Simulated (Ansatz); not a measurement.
Consider MgO (space group P4_2/mnm, No. 136; a = 5.5103 Å, c = 3.2763 Å; a hypothetical phase, not in the database extracts checked).

Levels (all Ansatz, a first-principles code, PAW): PBEsol (420 eV, scalar-relativistic without spin-orbit coupling); r2SCAN (500 eV, scalar-relativistic without spin-orbit coupling); HSE06 (420 eV, no SOC).

At the geometry relaxed with PBEsol, these levels gave the following band gaps, in shuffled order: (a) 5.07 eV, (b) 4.12 eV, (c) 3.36 eV.

**Question.** Match each gap to its level.

**Answer.** (a) HSE06; (b) r2SCAN; (c) PBEsol.

Single points use the geometry relaxed with PBEsol. The hybrid gap comes from the SCF mesh plus the semilocal run's edge points and a few special points and is an upper bound. Whether these cells are dynamically stable was not tested.
